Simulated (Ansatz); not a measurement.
The starting structures come from a database of crystals and need not be the phases stable at ambient conditions.

 Where the default PAW files enter, the runs use the earlier of Ansatz's two default sets.

Tunnelling through a barrier is set by its complex band structure: the current falls as exp(−2κd) with the smallest κ.

```yaml
crystal:
  lattice:
    - [4.76639, 0.00000, 0.00000]
    - [0.00000, 5.31426, 0.00000]
    - [0.00000, -2.65713, 4.60228]
  atoms:
    - { symbol: K, position: [0.00000, 0.33333, 0.66667] }
    - { symbol: Sr, position: [0.50000, 0.66667, 0.33333] }
    - { symbol: C, position: [0.50000, 0.00000, 0.00000] }
    - { symbol: O, position: [0.50000, 0.71678, 0.85839] }
    - { symbol: O, position: [0.50000, 0.14161, 0.85839] }
    - { symbol: O, position: [0.50000, 0.14161, 0.28322] }
    - { symbol: F, position: [0.00000, 0.66667, 0.33333] }
```

Space group of this cell: P-6m2. The cell is taken as given; by r2SCAN its mean pressure is -3.0 GPa.

Transport runs along the normal of the first two printed cell vectors, the (100) plane of the conventional cell.

The gap is the functional's own, uncorrected, and κ follows it; spin-orbit coupling is left out. Mid-gap values are interpolated between the computed energies.

Problem. Compute, with Ansatz (a quantum-chemistry and plane-wave program) with r2SCAN, the band gap and the smallest decay constant κ at mid-gap.

Solution. Gap 4.66 eV on a 6×8×8 mesh; κ = 0.480 1/Å, at the zone centre.
